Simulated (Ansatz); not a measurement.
The parent structure is GaN in the zinc blende structure (space group F-43m, No. 216).

```xyz
2
Lattice="0.0000 2.2490 2.2490 2.2490 0.0000 2.2490 2.2490 2.2490 0.0000" Properties=species:S:1:pos:R:3 pbc="T T T"
N      3.3736     3.3736     3.3736
Ga     0.0000     0.0000     0.0000
```

Method: Ansatz (a first-principles code) PBEsol, without spin-orbit coupling.

Base values:

- Gap between the host's bands: 1.70 eV

Modification: electron doping at 2.0×10^21 cm⁻³ (0.0455 per cell), with a uniform compensating background at fixed cell and a 300 K Fermi–Dirac width.

### Question
How does this affect the gap between the host's bands?

### Answer
The gap between the host's bands shrinks by 0.03 eV (1.70 eV → 1.67 eV).

Carriers are added with a uniform compensating background; total energy and stress of such cells depend on the potential's zero and are not compared; many-body gap narrowing is missing at this level. No phonon test of stability was made. This is not the structure that GaN has at room temperature and ambient pressure.
